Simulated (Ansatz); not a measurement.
# TiPt3, response to strain

Base system: TiPt3 in the Cu3Au type structure (space group Pm-3m, No. 221; a = 3.948 Å; relaxed with 0.1 eV smearing).

Strains are applied to the cell and any free atomic positions relax.

All numbers come from PBE, PAW, 420 eV (Ansatz, a program for electronic structure; scalar-relativistic without spin-orbit coupling).

```json
[
 {"isotropic strain (%)": "0", "pressure (GPa)": "0.0"},
 {"isotropic strain (%)": "0.6", "pressure (GPa)": "-4.0"},
 {"isotropic strain (%)": "1.2", "pressure (GPa)": "-7.7"},
 {"isotropic strain (%)": "1.8", "pressure (GPa)": "-11.0"},
 {"isotropic strain (%)": "2.4", "pressure (GPa)": "?"},
 {"isotropic strain (%)": "3", "pressure (GPa)": "-16.6"}
]
```

Question: Fit P = P₀ − Bδ + Cδ² with δ = (1 + ε)³ − 1 to the rows shown and predict the withheld row.

Answer: Least squares on the printed values gives P₀ = 0.0 GPa, B = 231 GPa, C = 565 GPa (largest residual 0.0 GPa); this predicts -14.0 GPa, and the run gives -14.0 GPa, in agreement.

Whether these cells are dynamically stable was not tested. All final runs are without spin polarisation.
